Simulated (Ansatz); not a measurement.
Thermal properties of diamond C at 300 K from quasi-harmonic lattice dynamics in Ansatz (plane waves, PAW), for several functionals and conditions. The first row is the reference, at zero pressure. 

```tsv
run	q mesh / k mesh	V (Å³/atom)	α_L (10⁻⁶/K)	bulk modulus B_T (GPa)	γ	C_P (J/mol/K)
LDA	8×8×8 / 16×16×16	5.57	1.0	455	0.77	6.2
LDA, coarser phonon mesh (5×5×5)	5×5×5 / 15×15×15	5.57	1.0	455	0.77	6.2
PBE	8×8×8 / 16×16×16	5.76	?	?	0.80	6.6
r2SCAN (phonon mesh 6×6×6)	6×6×6 / 12×12×12	5.71	1.1	439	0.81	6.2
LDA, pressure 15 GPa	8×8×8 / 16×16×16	5.40	0.9	509	0.73	5.9
LDA, pressure 30 GPa	8×8×8 / 16×16×16	5.25	0.7	562	0.69	5.6
LDA, pressure 5 GPa	8×8×8 / 16×16×16	5.51	1.0	474	0.75	6.1
```

Problem. Some entries are withheld; supply them.

Solution. 
- PBE, α_L (10⁻⁶/K): 1.2
- PBE, bulk modulus B_T (GPa): 422

The crystal is held in this phase throughout; melting and phase transitions are not modelled.

The PAW data sets were generated under PBE and serve the other functionals too.

Ansatz is an electronic-structure program.
